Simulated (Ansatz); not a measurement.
The parent structure is La₂O₃ (space group P-3m1, No. 164; a = 3.906 Å, c = 6.040 Å).

Now apply this change: hydrostatic tension (pressure −1 GPa).

Levels (all Ansatz, a program for electronic structure, PAW): PBEsol (420 eV, no spin-orbit coupling); r2SCAN (500 eV, spin-orbit coupling left out); HSE06 (420 eV, no SOC).

At the geometry relaxed with PBEsol, these levels gave the following band gaps, in shuffled order: (a) 5.30 eV, (b) 4.23 eV, (c) 3.77 eV.

Q: Match each gap to its level.

A: (a) HSE06; (b) r2SCAN; (c) PBEsol.

Single points use the geometry relaxed with PBEsol. HSE06 gaps are upper bounds (no full band path). Load acts through the strain it causes; cell and atoms are relaxed under it. Stability against distortions was not tested.
